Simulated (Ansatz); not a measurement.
## Re, pressure series

Take Re in the hcp (Mg type) structure (space group P6_3/mmc, No. 194) as the base.

```cif
data_Re2
_chemical_formula_sum 'Re2'
_space_group_name_H-M_alt 'P63/mmc'
_space_group_IT_number 194
_space_group_name_Hall '-P 6c 2c'
_cell_length_a 2.75770
_cell_length_b 2.75770
_cell_length_c 4.46255
_cell_angle_alpha 90.000
_cell_angle_beta 90.000
_cell_angle_gamma 120.000
loop_
_atom_site_label
_atom_site_type_symbol
_atom_site_symmetry_multiplicity
_atom_site_Wyckoff_symbol
_atom_site_fract_x
_atom_site_fract_y
_atom_site_fract_z
_atom_site_occupancy
Re1 Re 2 d 0.66667 0.33333 0.25000 1
```

Cell and atoms are relaxed at each pressure.

Computed with Ansatz (an electronic-structure program) r2SCAN, without spin-orbit coupling, earlier PAW set.

Notes on the quantities. enthalpy: H = E + PV relative to the base's energy.

```json
[
 {"change": "base", "enthalpy": "–", "lattice parameter a": "2.758 Å"},
 {"change": "pressure −2 GPa", "enthalpy": "-0.18 eV/atom", "lattice parameter a": "2.763 Å"},
 {"change": "pressure −1 GPa", "enthalpy": "-0.09 eV/atom", "lattice parameter a": "2.760 Å"},
 {"change": "pressure 3 GPa", "enthalpy": "+0.27 eV/atom", "lattice parameter a": "2.751 Å"},
 {"change": "pressure 7 GPa", "enthalpy": "+0.64 eV/atom", "lattice parameter a": "2.742 Å"},
 {"change": "pressure 15 GPa", "enthalpy": "+1.35 eV/atom", "lattice parameter a": "2.725 Å"},
 {"change": "pressure 30 GPa", "enthalpy": "+2.66 eV/atom", "lattice parameter a": "2.697 Å"},
 {"change": "pressure 50 GPa", "enthalpy": "+4.34 eV/atom", "lattice parameter a": "2.665 Å"},
 {"change": "pressure 75 GPa", "enthalpy": "+6.37 eV/atom", "lattice parameter a": "2.631 Å"},
 {"change": "pressure 100 GPa", "enthalpy": "+8.32 eV/atom", "lattice parameter a": "2.601 Å"}
]
```

Load acts through the strain it causes; cell and atoms are relaxed under it. Stability against distortions was not tested. Competing high-pressure phases were not computed. All final runs are without spin polarisation.
